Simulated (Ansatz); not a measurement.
Consider Li2Ca in the cubic Laves (MgCu2 type) structure (space group Fd-3m, No. 227; a = 8.673 Å). Axes: x, y, z lie along the cube axes.

The values are results of PBEsol (Ansatz, an electronic-structure program), spin-orbit coupling left out, not measurements.

Before the change:

The band gap comes out as zero. The pressure is 0.0 GPa and the volume per atom comes out as 27.19 Å³.

Perturbation: biaxial strain +0.62 %, plane normal [111], relaxed out of plane (Cartesian); in-plane vectors clamped, the third vector and the atoms free.

### Question
Predict the new band gap, energy relative to the base, pressure and volume per atom.

### Answer
The band gap stays zero; the energy stays essentially unchanged; the pressure (mean of the normal stresses, compression positive) is nearly the same (0.0 GPa against -0.1 GPa); the volume per atom grows by 0.23 Å³ to 27.42 Å³.

Without a gap, meshes like the base's 9×9×9 leave anisotropic stresses uncertain by several tenths of a GPa, and small strain energies with them. Stability against distortions was not tested.
